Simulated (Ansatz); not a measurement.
Base system: BeS in the zinc blende structure (space group F-43m, No. 216; a = 4.8685 Å).

Calculations: Kohn–Sham DFT with the r2SCAN functional, run in Ansatz (a program for electronic structure) with PAW and 500 eV plane waves, no spin-orbit coupling.

Before the change:

| Property | Result |
|---|---|
| Density | 2.36 g/cm³ |
| Hole mass | 0.34, 0.57, 0.57 mₑ (at Γ) |
| Band gap | 3.59 eV |
| Electron mass | 0.79 mₑ along k, 0.29 mₑ across (at X) |

The change: a hydrostatic pressure of 60 GPa.

Task: What does the calculation give for the density, hole mass, band gap and electron mass after the change?

Result: The density goes up by 0.933 g/cm³, from 2.36 g/cm³ to 3.30 g/cm³; the hole mass (degenerate bands, along [100]) changes from 0.34, 0.57, 0.57 mₑ (at Γ) to 0.37, 0.37, 0.38 mₑ (at Γ); the band gap drops by 1.01 eV to 2.58 eV; the electron mass changes from 0.79 mₑ along k, 0.29 mₑ across (at X) to 0.73 mₑ along k, 0.24 mₑ across (at X).

Load acts through the strain it causes; cell and atoms are relaxed under it. Effective masses come from finite differences of ±0.01 Å⁻¹. Along k means along the line from Γ to the band edge. No phonon test of stability was made. No other phases were tried under pressure.
